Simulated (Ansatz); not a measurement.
**Question.** Name crystals whose Seebeck coefficient, p-type 1e19 cm⁻³ lies between 300 and 460 μV/K and whose electron conductivity mass lies between 0.25 and 0.39 mₑ, by Ansatz (a program for electronic structure) with r2SCAN with spin-orbit coupling, rigid bands.

**Answer.** Many crystals can fit; among those computed here:
- SiC (P6_3mc): 386 μV/K, 0.36 mₑ
- BP (F-43m): 318 μV/K, 0.32 mₑ
- SiC (F-43m): 439 μV/K, 0.30 mₑ
- AlN (P6_3mc): 371 μV/K, 0.31 mₑ

Masses are for dilute carriers at 300 K, harmonic means over directions unless an axis is named. Seebeck coefficients are for the stated density at 300 K, with one relaxation time for all states and whether or not that doping can be reached.
